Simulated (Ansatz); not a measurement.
SiC (model structure, started from the CsCl type, Pm-3m, No. 221, 2 atoms in the cell): lattice constant a by level of theory

No measured value is used here.

```csv
level (code),value (Å)
PBE (Ansatz),(withheld)
PBEsol (Ansatz),2.620
PBE-D3(BJ) (Ansatz),2.611
r²SCAN (Ansatz),2.619
```

### Question
Complete the blanks.

### Answer

- PBE (Ansatz, a quantum-chemistry and plane-wave program), value (Å): 2.642

PBE-D3(BJ): a distance lies near a switch of the dispersion term, which can move the cell. Ansatz's density-functional and Hartree–Fock values are scalar-relativistic unless marked +SOC, with PAW data made under PBE.

A model structure was made by putting elements into a prototype or built by hand; it is no filed structure, need not be a known phase, and can be a saddle point held by its symmetry.
